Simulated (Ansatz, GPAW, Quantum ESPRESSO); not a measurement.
**Code comparison for YbGe2Ru2 (I4/mmm, 5 atoms in the cell)**

Self-consistent single point.

```xyz
5
Lattice="-2.1385 2.1385 4.9612 2.1385 -2.1385 4.9612 2.1385 2.1385 -4.9612" Properties=species:S:1:pos:R:3 pbc="T T T"
Yb     0.0000     0.0000     0.0000
Ge     0.0000     0.0000     6.2624
Ge     0.0000     0.0000     3.6601
Ru     2.1385     0.0000     2.4806
Ru     0.0000     2.1385     2.4806
```

All programs got the same cell, k-point mesh and kind of occupations (in Ansatz's words: kpoints.mp_grid.grid = 6 6 6; scf.occupations.method = gaussian; scf.occupations.width = 0.1 eV); potentials, basis and cutoffs are each program's usual ones.

```
code                                                                      model  pressure (GPa)  largest force (eV/Å)  cutoff
----------------  -------------------------------------------------------------  --------------  --------------------  ------
Ansatz                                      LDA (PW92), PAW files made with PBE           -9.40                 0.382  420 eV
GPAW              LDA (Perdew-Wang 92), GPAW PAW datasets LDA (gpaw-data 1.0.1)           -9.10                 0.429  800 eV
Quantum ESPRESSO         LDA (PZ), SSSP 1.1.2 efficiency (PBE) pseudopotentials           -9.97                 0.371   60 Ry
```

The spread over the programs that give each value: pressure within 0.87 GPa; largest force within 0.058 eV/Å.

The starting cell comes from a database of computed structures (which also holds hypothetical and non-ambient phases and stackings), without a prior relaxation at this level. On Ansatz's run: Spin-orbit coupling is off. Spin polarisation is off. In the base run, with a pressure of about -9 GPa the cell is away from its equilibrium volume at this level.

Q: Why do the programs differ, and what cannot be compared?

A: Differences of this kind can come from the potentials, where these differ, and from what each basis and cutoff leave unconverged. The valence holds different numbers of electrons (Ansatz (a first-principles code) 84, GPAW 64, Quantum ESPRESSO 84). The zero of total energies and Fermi levels follows the potentials and each program's conventions, so they are not compared here. Ansatz's pressure is given at a fixed set of plane waves, as the other plane-wave codes print theirs; with its correction for the finite basis it is -9.28 GPa. The same LDA comes in different parametrisations, which differ slightly.

Left out of this page: Elk (not drawn, or without a comparable value); FLEUR (with a known weakness of the program).

Keys are those of Ansatz 0.2.
